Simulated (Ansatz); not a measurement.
A constructed model of the (100) surface of fcc Al, a layer of Cr in place of the second plane (bottom of the slab: a bare face, its two planes held)

All values below come from PBE (plane waves to 420 eV, PAW; Ansatz, a program for electronic structure).

Slab: 6 atoms, 10.3 Å thick at the start (thin: gaps and levels are the slab's own); k 13x13x1, smearing 0.1 eV, dipole-corrected; 2 atoms held, the rest relaxed; start symmetry kept, larger cells not searched; spin-polarised, ending with about 2.2 μB a cell; orders that need a larger cell were not tried, no spin-orbit, no U. In PBE it is, or lies within 0.01 eV a 1x1 cell of, the lowest of the 2 structures of its composition computed so far; larger cells were not tried.

```json
{
 "work_function_of_the_top_face": "3.69 eV",
 "energy_released_by_relaxation": "0.64 eV",
 "magnetic_moment_of_the_cell": "2.23 μB",
 "cost": "roughly 6 core-minutes"
}
```
